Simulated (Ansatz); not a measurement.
Here is the system:

```
CELL_PARAMETERS angstrom
      0.00000     2.74487     2.71441
      2.74487     0.00000     2.71441
      2.74487     2.74487     0.00000
ATOMIC_POSITIONS crystal
  Mg 0.00000 0.00000 0.00000
  Se 0.50000 0.50000 0.50000
```

Level of theory: PBEsol with spin-orbit coupling, rigid bands (plane waves, PAW; Ansatz, a first-principles code). Condition of this run: biaxial stress xx = yy = -1 GPa (compression positive) (the target of the relaxation). Cell: cell and atoms relaxed with PBEsol, then loaded as said.

Q: Predict the electron conductivity mass (n e² τ/σ) at 300 K, by direction if it differs.

A: 0.26 (x), 0.26 (y), 0.39 (z) mₑ.

Q: What conductivity effective mass do dilute holes have at 300 K?

A: 0.95 (x), 0.95 (y), 1.03 (z) mₑ.

Q: And the band gap?

A: 1.57 eV at this level; semilocal functionals usually fall short of the measured gap.

Rigid bands, one relaxation time for all states, no polarons.
